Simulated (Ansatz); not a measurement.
**Alloy series in SiC**

The parent structure is SiC in the zinc blende structure (space group F-43m, No. 216; a = 4.3798 Å).

The other end (x = 1) is AlC in the zinc blende structure (space group F-43m, No. 216; a hypothetical phase, not in the database extracts checked): 12.62 Å³/atom, gap zero; this end may not be an ambient phase.

Al replaces a fraction x of Si; each row is one arrangement (x, atoms in the cell, starting space group or random), fully relaxed.

The values are results of Ansatz (a first-principles code) PBE, spin-orbit coupling left out, not measurements.

Notes on the quantities. mixing energy: to 0.01 eV only: unlike meshes or grids; against an end that may be hypothetical; deviation of the volume from the linear: Vegard-type) interpolation.

```json
[
 {"case": "x(Al) = 0.25, 8 atoms, Cm", "mixing energy": "-0.01 eV/atom", "deviation of the volume from the linear": "-0.7 %"},
 {"case": "x(Al) = 0.25, 8 atoms, P-4m2", "mixing energy": "-0.03 eV/atom", "deviation of the volume from the linear": "-0.6 %"},
 {"case": "x(Al) = 0.25, 8 atoms, R3m", "mixing energy": "-0.01 eV/atom", "deviation of the volume from the linear": "?"},
 {"case": "x(Al) = 0.333, 6 atoms, Imm2", "mixing energy": "-0.03 eV/atom", "deviation of the volume from the linear": "-0.8 %"},
 {"case": "x(Al) = 0.5, 4 atoms, P-4m2", "mixing energy": "-0.04 eV/atom", "deviation of the volume from the linear": "-1.3 %"},
 {"case": "x(Al) = 0.5, 8 atoms, Pmn2_1", "mixing energy": "-0.02 eV/atom", "deviation of the volume from the linear": "-1.1 %"},
 {"case": "x(Al) = 0.75, 8 atoms, Amm2", "mixing energy": "-0.03 eV/atom", "deviation of the volume from the linear": "-1.9 %"}
]
```

**Question.** What belongs in the blanks?

**Answer.** 
- x(Al) = 0.25, 8 atoms, R3m, deviation of the volume from the linear: -0.9 %

These are small ordered cells, not random alloys; other orderings at the same x differ. Whether these cells are dynamically stable was not tested. The final runs are not spin-polarised. An odd electron count without spin: AlSi3C4, AlC, AlSi2C3, AlSiC2 and Al3SiC4.
